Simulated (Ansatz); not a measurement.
Cost and result by functional for the surface energy of the (310) surface of germanium in its 1x1 cell, relaxed from an ideal cut (the real face may reconstruct), outermost plane spacing 0.91 Å in the ideal cut (in the relaxation 4 Ge–Ge bonds formed), in Ansatz (plane waves, PAW). Single points on the PBE structure, on one kind of machine; costs are rough ratios of the slab run's core time (references not counted) to the cheapest single point. r2SCAN's cost holds its higher cutoff (500 against 420 eV). Differences are taken against r2SCAN for comparison alone: no measured value is at hand, so the table doesn't rank accuracy.

Model: 26-atom slab, 10.9 Å thick at the start, 5x3x1 mesh, Fermi-Dirac 0.025 eV, dipole correction, all atoms relaxed; start symmetry kept, larger cells not searched; no spin (no spin-polarised run to compare, though such a face may carry moments), no spin-orbit, no U. The slab shows no gap on its mesh. These notes are the PBE run's.

| functional | relative cost | surface energy (J/m²) | less r2SCAN (J/m²) |
|---|---|---|---|
| PBEsol | 1 | 1.09 | -0.18 |
| RPBE | 1 | 0.88 | -0.38 |
| LDA | 1 | 1.18 | -0.08 |
| r2SCAN | 2 | 1.27 | 0.00 |
| PBE (the relaxed run's value) | – | 0.98 | -0.29 |

The values span 0.38 J/m², while the single points' costs differ by a factor of roughly 2. Differences are of unrounded values.

Ansatz is a quantum-chemistry and plane-wave program.
